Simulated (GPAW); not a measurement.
A self-consistent single point of KHF₂ (I4/mcm, 8 atoms in the cell) with GPAW.

Method of the run: LDA (Perdew-Wang 92), GPAW PAW datasets LDA (gpaw-data 1.0.1) (plane waves; GPAW).

The change in words: lattice scaled by 0.98. Reference geometry:
```
CELL_PARAMETERS angstrom
     -2.79946     2.79946     3.35283
      2.79946    -2.79946     3.35283
      2.79946     2.79946    -3.35283
ATOMIC_POSITIONS crystal
  K  0.75000 0.75000 0.00000
  K  0.25000 0.25000 0.00000
  H  0.50000 0.00000 0.50000
  H  0.00000 0.50000 0.50000
  F  0.35594 0.85594 0.21188
  F  0.64406 0.14406 0.78812
  F  0.85594 0.64406 0.50000
  F  0.14406 0.35594 0.50000
```

Reference input (self-consistent single point, DFT LDA (Perdew-Wang 92), plane waves, GPAW PAW datasets LDA (gpaw-data 1.0.1)): mode = pw; ecut = 950 eV; xc = LDA; kpts = 7 7 7; mesh shift (steps) = 0 0 0; occupations.name = fermi-dirac; occupations.width = 0.05 eV; nbands = -4; convergence.forces = 0.001 eV/Å; convergence.bands = -2; symmetry.symmorphic = false; symmetry.tolerance = 0.0005. This run's input differs from it in these lines:

```diff
@@ -5,13 +5,13 @@
 atoms = Atoms(['K', 'K', 'H', 'H', 'F', 'F', 'F', 'F'],
-              cell=[[-2.799455, 2.799455, 3.352835],
-                    [2.799455, -2.799455, 3.352835],
-                    [2.799455, 2.799455, -3.352835]],
-              positions=[[0.000000, 0.000000, 5.029253],
-                         [0.000000, 0.000000, 1.676417],
-                         [0.000000, 2.799455, 0.000000],
-                         [2.799455, 0.000000, 0.000000],
-                         [1.992876, -0.806579, 3.352835],
-                         [0.806579, 3.606034, -0.000000],
-                         [0.806579, 1.992876, 3.352835],
-                         [1.992876, 0.806579, -0.000000]],
+              cell=[[-2.743466, 2.743466, 3.285778],
+                    [2.743466, -2.743466, 3.285778],
+                    [2.743466, 2.743466, -3.285778]],
+              positions=[[-0.000000, 0.000000, 4.928667],
+                         [0.000000, 0.000000, 1.642889],
+                         [0.000000, 2.743466, 0.000000],
+                         [2.743466, 0.000000, 0.000000],
+                         [1.953019, -0.790447, 3.285778],
+                         [0.790447, 3.533913, -0.000000],
+                         [0.790447, 1.953019, 3.285778],
+                         [1.953019, 0.790447, 0.000000]],
               pbc=True)
```

Log, with long lists cut:

```
     iter     time        total  log10-change:
                         energy   eigst   dens  force
iter:   1 --:--:--   -39.487974   +0.40
iter:   2 --:--:--   -39.152225   +0.08  -1.26
iter:   3 --:--:--   -38.206657   +0.08  -1.31
iter:   4 --:--:--   -38.147345   -0.02  -1.47
iter:   5 --:--:--   -38.076416   -0.61  -1.61
iter:   6 --:--:--   -38.015992   -0.90  -2.07
iter:   7 --:--:--   -38.041999   -1.23  -2.66
iter:   8 --:--:--   -38.012704   -1.57  -2.25
iter:   9 --:--:--   -38.017524   -1.90  -3.02
iter:  10 --:--:--   -38.013771c  -2.10  -2.61
iter:  11 --:--:--   -38.012833c  -2.12  -2.93
iter:  12 --:--:--   -38.012840c  -2.23  -3.81
iter:  13 --:--:--   -38.012816c  -2.13  -3.82
iter:  14 --:--:--   -38.012817c  -2.28  -4.36c
iter:  15 --:--:--   -38.012816c  -2.35  -4.42c
iter:  16 --:--:--   -38.012816c  -2.29  -4.42c
iter:  17 --:--:--   -38.012815c  -2.40  -4.54c
iter:  18 --:--:--   -38.012815c  -2.52  -4.58c
   [... 58 lines left out ...]
iter:  77 --:--:--   -38.012815c  -7.03  -12.80c
iter:  78 --:--:--   -38.012815c  -7.19  -12.42c
iter:  79 --:--:--   -38.012815c  -7.17  -12.21c
iter:  80 --:--:--   -38.012815c  -7.32  -12.29c
iter:  81 --:--:--   -38.012815c  -7.51c -12.77c
iter:  82 --:--:--   -38.012815c  -7.58c -12.88c -11.92c
Converged after 82 iterations.

Dipole moment: (-0.000000, 0.000000, -0.000000) |e|*Ang

Energy contributions relative to reference atoms: (reference = -43501.433056)

Kinetic:        +34.422014
Potential:      -32.161250
External:        +0.000000
XC:             -38.883325
Entropy (-ST):   -0.000000
Local:           -1.390254
SIC:             +0.000000
--------------------------
Free energy:    -38.012815
Extrapolated:   -38.012815

Showing only first 2 kpts
 Kpt  Band  Eigenvalues  Occupancy
  0    22     -1.53304    2.00000
  0    23     -1.49971    2.00000
  0    24      5.74663    0.00000
  0    25      8.39024    0.00000

  1    22     -1.53849    2.00000
  1    23     -1.52213    2.00000
  1    24      6.09535    0.00000
  1    25      8.48136    0.00000

Fermi level: 1.04665

Gap: 7.182 eV
Transition (v -> c):
   [... lines left out ...]
Direct gap: 7.246 eV
   [... lines left out ...]
  2 H     0.00000    0.00000    0.00000
  3 H    -0.00000    0.00000    0.00000
  4 F    -0.54691   -0.54691   -0.00000
  5 F     0.54691    0.54691    0.00000
  6 F     0.54691   -0.54691    0.00000
  7 F    -0.54691    0.54691   -0.00000

Stress tensor:
    -0.004315     0.000000    -0.000000
     0.000000    -0.004315    -0.000000
    -0.000000    -0.000000     0.012898
Stress (GPa, Voigt): [-0.6913 -0.6913  2.0665 -0.     -0.      0.    ]
```

The run converged in 82 iterations. GPAW prints stress with tension positive. Against the reference run the free energy drops by 3.4 meV/atom, the largest force goes from 0.176 to 0.773 eV/Å and the gap on the mesh goes from 6.884 to 7.182 eV.

At such cutoffs GPAW's stress carries a finite-basis (Pulay) error, which enters relaxed cells too; its log prints stress with tension positive.

The starting cell comes from a database of computed structures (which also holds hypothetical and non-ambient phases and stackings), without a prior relaxation at this level. For this run, on top of that: lattice scaled by 0.98.

Cost on one core of a shared machine: roughly 8 min.
